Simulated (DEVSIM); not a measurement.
Structure: illuminated Si n-on-p cell, one wavelength, with a back-surface field, at 400 K.

Layer 1 from the left is Si, thickness (μm) 0.930, Nd (cm⁻³) 1.6e19, τn (s) 3.6e-9, τp (s) 3.1e-8, absorption coefficient (cm⁻¹) 630. Layer 2 from the left is Si, thickness (μm) 290, Na (cm⁻³) 2.4e17, τn (s) 2.8e-7, τp (s) 2.8e-7, absorption coefficient (cm⁻¹) 630. Layer 3 from the left is Si, thickness (μm) 0.170, Na (cm⁻³) 3.7e18, τn (s) 2.8e-7, τp (s) 2.8e-7, absorption coefficient (cm⁻¹) 630.

Left contact: ohmic, minority hole recombination velocity 2e5 cm/s. Right contact: ohmic, minority electron recombination velocity 8000 cm/s. Voltage is applied to the left contact. Recombination: SRH at mid-gap, radiative, Auger. Light enters at the left, 6.9e16 photons cm⁻² s⁻¹, one pass, no reflection. Mobility is constant in doping.

This is a model device: material constants are rounded textbook-type values typed into the input, and sizes, dopings and lifetimes were drawn at random. Values at 300 K; Nc and Nv go as T^1.5, mobilities as T to minus their exponent, the gap by Varshni's rule with the affinity fixed.

Si: gap (eV) 1.124, affinity (eV) 4.05, permittivity 11.7, Nc (cm⁻³) 2.86e19, Nv (cm⁻³) 3.1e19, μn (cm²/Vs) 1417, μp (cm²/Vs) 470, T exponent of μn 2.3, T exponent of μp 2.2, B (cm³/s) 4.7e-15, Cn (cm⁶/s) 2.8e-31, Cp (cm⁶/s) 9.9e-32, Varshni α (eV/K) 0.000473, Varshni β (K) 636.

Model (solved in DEVSIM): 1D drift-diffusion, Boltzmann statistics, complete ionisation; no tunnelling, impact ionisation, image-force lowering or self-heating.

**Question.** What does the simulation give for the short-circuit current, the open-circuit voltage?

**Answer.** short-circuit current 6.95 mA/cm²; open-circuit voltage 0.355 V.
